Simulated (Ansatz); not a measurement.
# How far PBE and PBEsol part for HfB2, pressure 7.5 GPa

Base system: HfB2 (space group P6/mmm, No. 191; a = 3.146 Å, c = 3.486 Å).

(Cell as relaxed with PBE.)

Levels (all Ansatz, an electronic-structure program, PAW): PBE (420 eV, spin-orbit coupling left out); PBEsol (420 eV, scalar-relativistic without spin-orbit coupling).

Each level relaxes its own structure.

```json
[
 {"base": "volume per atom", "PBE": "9.96 Å³", "PBEsol": "9.73 Å³"},
 {"base": "lattice parameter a", "PBE": "5.945 bohr", "PBEsol": "5.911 bohr"},
 {"base": "band gap", "PBE": "zero", "PBEsol": "zero"}
]
```

Modification: cell and atoms relaxed at a pressure of 7.5 GPa.

```json
[
 {"quantity": "volume per atom", "PBE": "9.68 Å³", "PBEsol": "…"},
 {"quantity": "c/a ratio", "PBE": "1.106", "PBEsol": "…"},
 {"quantity": "band gap", "PBE": "zero", "PBEsol": "…"}
]
```

Question: Given the PBE results, estimate those of PBEsol.

Answer: 
- volume per atom, PBEsol: 9.47 Å³
- c/a ratio, PBEsol: 1.099
- band gap, PBEsol: zero

PBE's volume per atom lies 0.21 Å³ above PBEsol's (2.2 %); PBE's c/a ratio lies 0.0064 above PBEsol's; the two agree on the band gap. Neither level is exact; PBEsol is the comparison here, not a measurement.

Load acts through the strain it causes; cell and atoms are relaxed under it. No phonon test of stability was made. No other phases were tried under pressure. The final runs are not spin-polarised.
